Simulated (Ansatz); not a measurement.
The reference is Tl in the hcp (Mg type) structure (space group P6_3/mmc, No. 194; a = 3.476 Å, c = 5.472 Å; relaxed with 0.1 eV smearing). Axes: x lies along a and z along c of the hexagonal cell.

The values are results of PBEsol (Ansatz, a first-principles code; PAW; 420 eV plane waves; without spin-orbit coupling), not measurements.

Before the change:

```
Quantity            Value
---------------  --------
Volume per atom  28.63 Å³
```

Perturbation: biaxial strain −2.50 %, plane normal [001], relaxed out of plane (Cartesian); in-plane vectors clamped, the third vector and the atoms free.

### Question
Estimate the effect on the volume per atom.

### Answer
The volume per atom decreases by 0.62 Å³ to 28.01 Å³.

### Question
Predict the new in-plane stress.

### Answer
The mean in-plane stress (compression positive) amounts to +1.1 GPa.

Whether these cells are dynamically stable was not tested.
